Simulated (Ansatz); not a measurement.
The cell is built on a prototype and need not be the phase stable at ambient conditions.

By PBEsol, the system below comes out a metal.

A figure of merit of an interconnect metal is its ballistic conductance per area.

Given:

```yaml
crystal:
  lattice:
    - [3.95071, 0.00000, 0.00000]
    - [0.00000, 7.92288, 0.00000]
    - [1.97536, 3.96144, 1.97536]
  atoms:
    - { symbol: Re, position: [0.00000, 0.50000, 0.00000] }
    - { symbol: Re, position: [0.50000, 0.75000, 0.00000] }
    - { symbol: Re, position: [0.50000, 0.25000, 0.00000] }
    - { symbol: Ta, position: [0.00000, 0.00000, 0.00000] }
```

Space group of this cell: I4/mmm. The cell was relaxed by PBE-D3(BJ); by PBEsol its mean pressure is -2.2 GPa.

The current flows along the normal of the first two printed cell vectors. No spin-orbit coupling; the value is a mean over 0.1 eV about the Fermi level.

**Question.** Estimate the ballistic conductance per area that Ansatz (a program for electronic structure) with PBEsol returns for this system.

**Answer.** 1.5 × 10¹⁵ S/m² for both spins.
